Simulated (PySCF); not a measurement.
PySCF 2.14.0, HF/def2-svp: O[Si]1(O)CNC[SiH2]1, 16 atoms. The geometry is a generated start, not checked to be a minimum at this level.

```json
{
 "task": "energy and gradient",
 "basis": "def2-svp",
 "mol.max_memory": "7000 MB",
 "mf.init_guess": "minao (default)",
 "mf.DIIS": "CDIIS (default)",
 "mf.diis_space": "8 (default)",
 "mf.conv_tol": "1e-09 (default)",
 "basis functions (reference run)": "151"
}
```

```xyz
16

O      2.1982    -0.0909    -1.1164
Si     1.1191    -0.3904     0.1060
O      1.9379    -1.0423     1.3860
C     -0.4438    -1.3174    -0.4324
N     -1.4662    -0.3593    -0.9043
C     -1.7327     0.6927     0.0992
Si    -0.1268     1.5113     0.6501
H      2.8985     0.5533    -0.9220
H      2.3516    -1.9078     1.2356
H     -0.8457    -1.8969     0.4067
H     -0.2073    -2.0243    -1.2342
H     -1.1602     0.0641    -1.7843
H     -2.2408     0.2466     0.9619
H     -2.4132     1.4370    -0.3268
H     -0.1228     1.8649     2.0980
H      0.2541     2.6593    -0.2230
```
Charge 0, spin multiplicity 1.

The reference run uses exact four-centre integrals. Single runs; times are not shown.

Settings tried, all else as in the reference:
- density fitting, auxbasis = def2-universal-jfit
- density fitting, auxbasis = autoaux
- density fitting of J alone, exact K
- density fitting

Q: Which of these stay within 1.0 meV/atom in energy, 10 meV/Å in forces (largest component) of the reference run?

A: Within it: density fitting of J alone, exact K; density fitting; density fitting, auxbasis = autoaux. Outside: density fitting, auxbasis = def2-universal-jfit.

```csv
setting,energy against the reference,difference in forces (largest component)
"density fitting of J alone, exact K",−0.32 meV/atom,1.2 meV/Å
density fitting,+0.33 meV/atom,1.2 meV/Å
"density fitting, auxbasis = autoaux",+0.50 meV/atom,3.2 meV/Å
"density fitting, auxbasis = def2-universal-jfit",+5600 meV/atom,4800 meV/Å
```

Total energies are compared; such shifts often cancel in part in energy differences. def2-universal-jfit is made for Coulomb alone and misses functions that exchange needs. Also tried and not ranked: density fitting, auxbasis = def2-universal-jkfit (same energy as a listed run); COSX exchange (sgx_fit, pjs) with fitted J, mf.with_df.grids_level_i = 1, mf.with_df.grids_level_f = 1 (gradient came out as NaN); COSX exchange (sgx_fit, pjs) with fitted J, mf.with_df.grids_level_i = 1, mf.with_df.grids_level_f = 2 (default) (gradient came out as NaN); COSX exchange (sgx_fit, pjs) with fitted J, mf.with_df.grids_level_i = 1, mf.with_df.grids_level_f = 3 (gradient came out as NaN); COSX exchange (sgx_fit, pjs) with fitted J, mf.with_df.grids_level_i = 1, mf.with_df.grids_level_f = 4 (gradient came out as NaN). The tolerance is a choice made for this comparison.
